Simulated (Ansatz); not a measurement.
Consider Ag in the fcc (Cu type) structure (space group Fm-3m, No. 225; a = 4.148 Å; relaxed with 0.1 eV smearing).

Now apply this change: every lattice vector is shortened by 2.46 %; the atoms relax in the strained cell.

Levels (all Ansatz, an electronic-structure program, PAW): PBE (420 eV, no spin-orbit coupling); PBE+SOC (420 eV, spin-orbit coupling included).

The geometry is relaxed with PBE.

```
Quantity        Value
------------  -------
PBE pressure  8.4 GPa
```

With PBE+SOC at the same geometry, the pressure decreases by 0.15 GPa, from 8.4 GPa to 8.3 GPa.

Single points use the geometry relaxed with PBE. The spin-orbit shifts are approximate. No phonon test of stability was made.
